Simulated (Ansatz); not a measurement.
The reference is GaP in the zinc blende structure (space group F-43m, No. 216; a = 5.5064 Å).

Method: Ansatz (a first-principles code), PBE, PAW, cutoff 420 eV, no spin-orbit coupling, earlier PAW set.

Before the change:

| Item | Value |
|---|---|
| Valley order | Γ 1.58 eV; L along ⟨111⟩ 1.58 eV; a point along ⟨100⟩, about 1.0 Å⁻¹ from Γ 1.64 eV |

The change: the cell is scaled by 0.9553 in all directions; the atoms relax in the strained cell.

**Question.** What happens to the valley order and energy relative to the base?

**Answer.** The valley order (the lowest conduction-band minima on the path, energy above the VBM, named in the base's zone) goes from Γ 1.58 eV; L along ⟨111⟩ 1.58 eV; a point along ⟨100⟩, about 1.0 Å⁻¹ from Γ 1.64 eV to a point along ⟨100⟩, about 1.0 Å⁻¹ from Γ 1.38 eV; L along ⟨111⟩ 2.00 eV; Γ 2.73 eV; the energy increases by 106 meV/atom.

No phonon test of stability was made. The real GaP has an indirect gap at ambient pressure; PBE orders its close-lying valleys differently.
